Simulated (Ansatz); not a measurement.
Functionals compared on Br on the 1x1 (111) surface of fcc Ag, one in a 2x2 cell, started at the site 'hollow Ag-Ag-Ag over Ag at depth 2.4 Å', in Ansatz (plane waves, PAW). The structure was relaxed with PBE; the other rows are single points on it, each with its references at the same level. Cutoff 420 eV (500 eV for r2SCAN).

Set-up: 17 atoms, 7.1 Å thick at the start under the adsorbate (thin: gaps and levels are the slab's own); mesh 6x6x1; 0.1 eV smearing; dipole correction on; 8 atoms held, the rest relaxed; start symmetry kept, larger cells not searched; no spin, no spin-orbit, no U, no dispersion correction. At the end it is bonded to 3 Ag. In PBE it is, or lies within 0.03 eV of, the lowest of the starts that converged. These notes are the PBE run's. Adsorption energies are against ½ Br2(g). A negative adsorption energy means that the adsorbate is more stable on the surface than in its reference.

```csv
functional,adsorption energy (eV),work function of the top face (eV),change of the work function (eV),rough cost of the single point
PBE,-1.41,5.37,0.93,–
RPBE,-1.20,5.25,1.01,around 90 core-seconds (rough)
r2SCAN,[?],[?],[?],very roughly 3 core-minutes
```

Question: Some entries are withheld; supply them.

Answer: 
- r2SCAN, adsorption energy (eV): -1.78
- r2SCAN, work function of the top face (eV): 5.46
- r2SCAN, change of the work function (eV): 1.05

Ansatz is a first-principles code.
